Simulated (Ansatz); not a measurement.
Worked example: relaxation of the atoms of ZrOs (P4mm, 2 atoms in the cell) in Ansatz (a quantum-chemistry and plane-wave program).

Level of theory: LDA (PW92), default PAW files made with PBE (plane waves; Ansatz).

The change in words: one atom moved by 0.15 angstrom; relax: default → atoms; relax.f_tol: default → 0.001 eV/Å. Reference geometry:
```
CELL_PARAMETERS angstrom
      3.28632     0.00000     0.00000
      0.00000     3.28632     0.00000
      0.00000     0.00000     3.28632
ATOMIC_POSITIONS crystal
  Zr 0.50000 0.50000 0.50000
  Os 0.00000 0.00000 0.00000
```

Reference input (self-consistent single point, DFT, LDA (PW92), plane waves, default PAW files made with PBE): basis.ecutwfc = 420 eV; kpoints.mp_grid.grid = 10 10 10; hamiltonian.xc = lda; hamiltonian.pseudopotentials = {kind: paw} (the program's default PAW files); scf.occupations.method = gaussian; scf.occupations.width = 0.1 eV. This run's input differs from it in these lines:

```diff
@@ -7,3 +7,3 @@
   atoms:
-    - { symbol: Zr, position_ang: [1.643160, 1.643160, 1.643160] }
+    - { symbol: Zr, position_ang: [1.643160, 1.643160, 1.793160] }
     - { symbol: Os, position_ang: [0.000000, 0.000000, 0.000000] }
@@ -18,2 +18,4 @@
   occupations: { method: gaussian, width: 0.1 }
+relax:
+  f_tol: 0.001
 output:
```

Output (repeated stretches shortened):

```
   [... SCF lines of the steps left out ...]
relax step   1: F+E_penalty+E_count = -15196.89189704 eV  Δ(F+E_penalty+E_count) = +0.000e0 eV  max|allowed force component| = 9.783e-1 eV/Å  Δτ_max = 0.0000 Å  (6 SCF iters, dr2 threshold 1.00e-7 eV, accepted)
relax step   2: F+E_penalty+E_count = -15196.89698593 eV  Δ(F+E_penalty+E_count) = -5.089e-3 eV  max|allowed force component| = 9.434e-1 eV/Å  Δτ_max = 0.1474 Å  (6 SCF iters, dr2 threshold 5.98e-5 eV, accepted)
relax step   3: F+E_penalty+E_count = -15196.96479535 eV  Δ(F+E_penalty+E_count) = -6.781e-2 eV  max|allowed force component| = 7.825e-3 eV/Å  Δτ_max = 0.0717 Å  (6 SCF iters, dr2 threshold 5.56e-5 eV, accepted)
relax step   4: F+E_penalty+E_count = -15196.96479535 eV  Δ(F+E_penalty+E_count) = -8.367e-11 eV  max|allowed force component| = 7.843e-3 eV/Å  Δτ_max = 0.0000 Å  (6 SCF iters, accepted)
relax step   5: F+E_penalty+E_count = -15196.96480015 eV  Δ(F+E_penalty+E_count) = -4.799e-6 eV  max|allowed force component| = 1.500e-5 eV/Å  Δτ_max = 0.0006 Å  (6 SCF iters, dr2 threshold 3.84e-9 eV, accepted)
relax step   6: F+E_penalty+E_count = -15196.96480015 eV  Δ(F+E_penalty+E_count) = -1.819e-12 eV  max|allowed force component| = 1.513e-5 eV/Å  Δτ_max = 0.0000 Å  (6 SCF iters, accepted)
the relaxation is at rest under the 8 symmetry operations that the run kept from its start: a minimum is not shown …
Stability not checked: this state was not tested for a lower state beside it, because too few of the mixer's solves of this state at the end of the SCF gave a …
Free energy (F): -15196.964800 eV
Internal energy: -15196.963910 eV  (E = F + TS)
E sigma→0 (E₀):  -15196.964355 eV
Entropy (-TS):   -0.000890 eV (-0.445 meV/atom)
Fermi energy:    19.061131 eV
--- Forces (eV/Å), atoms counted from 1 ---
  atom   1  Zr     0.00000000     0.00000000    -0.00001441
   [... lines left out ...]
--- Relaxed structure (6 steps of the walk, 6 accepted, 0 SCFs on fresh bases) ---
  F+E_penalty+E_count = -15196.96480015 eV   max|allowed force component| = 1.513e-5 eV/Å
  atoms:
    - { symbol: Zr, position: [0.49999999999999994, 0.49999999999999994, 0.52282231933543] }
    - { symbol: Os, position: [5.551115123125783e-17, 5.551115123125782e-17, 0.022821606284693777] }
```

The run converged.  The full log also holds: “iter 2 did not close the SCF: its close was put off for the readings that it lacked (scf_convergence_deferred on its scf_iter line)”. The full log also holds: “iter 3 did not close the SCF: its close was put off for the readings that it lacked (scf_convergence_deferred on its scf_iter line)”.

Summary of the result:
* **Free energy E − TS (on the zero of these files)**: -15196.9648 eV
* **Fermi level (on the code's own zero)**: 19.06 eV
* **Pressure**: -11.86 GPa
* **Relaxation steps**: 6

The starting cell comes from a database of computed structures (which also holds hypothetical and non-ambient phases and stackings), without a prior relaxation at this level. Its lattice was rescaled by up to half a per cent. For this run, on top of that: one atom moved by 0.15 angstrom. Spin polarisation is off. The relaxation keeps the symmetry of its start, so its end need not be a minimum. Ansatz's pressure includes its estimate of the finite-basis (Pulay) stress.

Cost on one core of a shared machine: roughly 70 s.

Keys are those of Ansatz 0.2.
